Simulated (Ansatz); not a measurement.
# Rh, pressure series

Start from Rh in the fcc (Cu type) structure (space group Fm-3m, No. 225; a = 3.754 Å).

Cell and atoms are relaxed at each pressure.

Method: DFT with LDA, PAW potentials and a 420 eV plane-wave cutoff in Ansatz (a first-principles code), no spin-orbit coupling.

Two rows of this table had their results exchanged by mistake.

```
pressure           volume per atom (Å³)  shortest distance (Å)  band gap
-----------------  --------------------  ---------------------  --------
pressure −2 GPa                   13.04                  2.642      zero
pressure −1 GPa                   13.26                  2.657      zero
pressure 0.9 GPa                  13.19                  2.652      zero
pressure 2.1 GPa                  13.14                  2.649      zero
pressure 4.5 GPa                  13.31                  2.660      zero
pressure 9 GPa                    12.88                  2.631      zero
pressure 15 GPa                   12.67                  2.617      zero
pressure 22.5 GPa                 12.44                  2.601      zero
pressure 30 GPa                   12.24                  2.586      zero
```

Question: Which two?

Answer: The rows for pressure −2 GPa and pressure 4.5 GPa: the volume has to fall steadily with pressure, so 13.31 Å³ belongs to pressure −2 GPa and 13.04 Å³ to pressure 4.5 GPa.

Load acts through the strain it causes; cell and atoms are relaxed under it. Stability against distortions was not tested. No other phases were tried under pressure. The final runs are not spin-polarised.
